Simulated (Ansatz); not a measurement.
Consider TiAl (space group P4/mmm, No. 123; a = 2.7961 Å, c = 4.0378 Å; relaxed with 0.1 eV smearing).

Method: PBEsol (Ansatz, an electronic-structure program), scalar-relativistic without spin-orbit coupling, earlier PAW set.

Before the change:

| Item | Result |
|---|---|
| Pressure | 0.0 GPa |

Perturbation: the cell is scaled by 1.0264 in all directions; the atoms relax in the strained cell.

**Question.** Predict the new pressure.

**Answer.** The pressure (mean of the normal stresses, compression positive) goes from zero to -8.0 GPa.

**Question.** How does this affect the energy relative to the base?

**Answer.** The energy grows by 34 meV/atom.

No phonon test of stability was made. All final runs are without spin polarisation.
